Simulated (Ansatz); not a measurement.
Defect migration in rock-salt LiF: interstitial H, charge state +1. The step: a concerted move, in which H travels most; the atom moves 1.44 Å along (-0.25, 0.00, 0.25) of the unit cell; the moving atom starts with neighbours 2 F at 1.15; 2 Li at 1.85 Å and ends with 2 F at 1.15; 2 Li at 1.85 Å. A PBE band in Ansatz (plane-wave PAW, the Γ point alone, 64 host sites, 27 SCF runs with any check of the saddle's order, static, no finite-size correction) gives a forward barrier of 0.31 eV. The saddle point's order was not checked, and it lies on a symmetry element of the cell, where a band can be held. The charge state is imposed; whether it is stable for some Fermi level was not computed. Sites that were not tried may lie lower.

Single points at the band's start and saddle point can refine it. Rough cost of one point, in units of the band's mean SCF on the same machine:

```json
[
 {"Level": "PBE, a 2×2×2 k-point mesh shifted by half a step", "Cost of one point": "about 6"},
 {"Level": "r2SCAN at 500 eV, the Γ point alone", "Cost of one point": "about 4"}
]
```

Question: Which of these move the barrier by more than 0.1 eV, and how far does each move it?

Answer: Not one does. PBE, a 2×2×2 k-point mesh shifted by half a step: 0.00 eV; r2SCAN at 500 eV, the Γ point alone: -0.01 eV. Each functional is compared with PBE at the same k-points.

Ansatz is an electronic-structure program.
